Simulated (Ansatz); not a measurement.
## TaAs2, pressure series

Consider TaAs2 (space group C2/m, No. 12; a cell from a computed database, its experimental status unchecked).

```
CELL_PARAMETERS angstrom
      4.66662    -1.68453     0.00000
      4.66662     1.68453     0.00000
     -3.83307     0.00000     6.73179
ATOMIC_POSITIONS crystal
  Ta 0.84304 0.84304 0.80473
  Ta 0.15696 0.15696 0.19527
  As 0.14028 0.14028 0.52733
  As 0.85972 0.85972 0.47267
  As 0.59453 0.59453 0.89138
  As 0.40547 0.40547 0.10862
```

Cell and atoms are relaxed at each pressure.

The values are results of DFT with PBEsol, PAW potentials and a 420 eV plane-wave cutoff in Ansatz (a program for electronic structure), no spin-orbit coupling, not measurements.

Notes on the quantities. enthalpy: H = E + PV relative to the base's energy.

```tsv
case	density	enthalpy	shortest interatomic distance
base	10.38 g/cm³	–	2.437 Å
pressure 0.3 GPa	?	+0.03 eV/atom	2.436 Å
pressure 0.7 GPa	?	+0.08 eV/atom	?
pressure 1.5 GPa	10.49 g/cm³	+0.16 eV/atom	?
```

### Question
Fill in the withheld entries from the trend.

### Answer

- pressure 0.3 GPa, density: 10.40 g/cm³
- pressure 0.7 GPa, density: 10.43 g/cm³
- pressure 0.7 GPa, shortest interatomic distance: 2.433 Å
- pressure 1.5 GPa, shortest interatomic distance: 2.429 Å

Load acts through the strain it causes; cell and atoms are relaxed under it. No phonon test of stability was made. The final runs are not spin-polarised.
